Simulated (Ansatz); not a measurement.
Convergence study of the plane-wave cutoff for NiAl (P4mm, 2 atoms in the cell)

```xyz
2
Lattice="2.8813 0.0000 0.0000 0.0000 2.8813 0.0000 0.0000 0.0000 2.8813" Properties=species:S:1:pos:R:3 pbc="T T T"
Al     1.4407     1.4407     1.4907
Ni     0.0000     0.0000     0.0000
```

Method of the run: LDA (PW92), PAW files made with PBE (plane waves; Ansatz, a first-principles code).

Base settings: basis.ecutwfc = 30.9 Ry; kpoints.mp_grid.grid = 11 11 11; hamiltonian.xc = lda; hamiltonian.pseudopotentials = {kind: paw} (the program's default PAW files); scf.occupations.method = fermi_dirac; scf.occupations.width = 0.0073 Ry.

The second cell is the first with its lattice scaled by 0.98.

The mesh stays at the base's, so the ladder's end is converged at best in this setting alone.

The first pressure column holds Ansatz's estimate of the finite-basis (Pulay) stress, which hides part of the cutoff error; the other is without it.

Only quantities that move along the ladder and can be compared are tabulated.

The count of work is k-points × plane waves × bands × iterations; it is no time. 

The starting cell has typed, rounded lattice constants, without a prior relaxation at this level. Its lattice was rescaled by up to half a per cent. One atom was moved a little off its site on purpose. Spin polarisation is off. In the base run, with a pressure of about -8 GPa the cell is away from its equilibrium volume at this level.

| basis.ecutwfc | free energy less the last step's (meV/atom) | energy of the compressed cell less the first (meV/atom) | pressure (GPa) | pressure without the Pulay estimate (GPa) | largest difference of a force vector from the last step's (eV/Å) | count of work / last |
|---|---|---|---|---|---|---|
| 10.7 Ry | 57416.90 | 163.64 | -13.83 | -2721.30 | 0.339 | 0.067 |
| 12.5 Ry | 23911.44 | 159.81 | -29.45 | -1272.57 | 0.328 | 0.062 |
| 14 Ry | 11821.95 | 22.15 | 1.54 | -698.66 | 0.202 | 0.084 |
| 15.4 Ry | 6117.91 | 31.50 | -0.93 | -398.52 | 0.034 | 0.086 |
| 16.9 Ry | 2989.63 | 18.25 | 0.89 | -220.55 | 0.049 | 0.090 |
| 18.4 Ry | 1425.27 | -3.19 | -5.74 | -122.44 | 0.050 | 0.10 |
| 21.7 Ry | 248.17 | -11.78 | -6.76 | -34.82 | 0.008 | 0.13 |
| 24.6 Ry | 38.43 | -12.41 | -7.70 | -13.59 | 0.003 | 0.17 |
| 27.9 Ry | 4.17 | -14.58 | -8.22 | -8.78 | 0.001 | 0.22 |
| 30.9 Ry | 1.80 | -14.78 | -8.24 | -8.29 | 0.000 | 0.26 |
| 33.8 Ry | 1.55 | -14.78 | -8.25 | -8.26 | 0.000 | 0.30 |
| 37.1 Ry | 1.37 | -14.78 | -8.25 | -8.26 | 0.000 | 0.36 |
| 41.5 Ry | 1.04 | -14.78 | -8.25 | -8.28 | 0.000 | 0.42 |
| 46.3 Ry | 0.61 | -14.80 | -8.25 | -8.29 | 0.000 | 0.49 |
| 54 Ry | 0.17 | -14.83 | -8.26 | -8.27 | 0.000 | 0.60 |
| 61.7 Ry | 0.06 | -14.84 | -8.26 | -8.27 | 0.000 | 0.78 |
| 74.2 Ry | 0.00 | -14.85 | -8.26 | -8.27 | 0.000 | 1.0 |

Coarsest basis.ecutwfc that holds the energy of the compressed cell less the first within 0.5 meV/atom of the last step, with all finer ones: 27.9 Ry, at 0.22 of the last step's count of work; the step before is off by 2.4 meV/atom.

Coarsest basis.ecutwfc that holds the pressure within 0.05 GPa of the last step, with all finer ones: 27.9 Ry, at 0.22 of the last step's count of work; the step before is off by 0.57 GPa.

Coarsest basis.ecutwfc that holds the free energy within 0.5 meV/atom of the last step, with all finer ones: 54 Ry; the step before is off by 0.61 meV/atom.

The energy difference between the two cells stays within 1 meV/atom of the last step's from 27.9 Ry on, the total only from 46.3 Ry on: much of the error is common to both cells and cancels.

At the lowest cutoff the pressure without the Pulay estimate lies 2710 GPa under the last step's, the usual sign of Pulay stress in an incomplete plane-wave basis.

Keys are those of Ansatz 0.2.
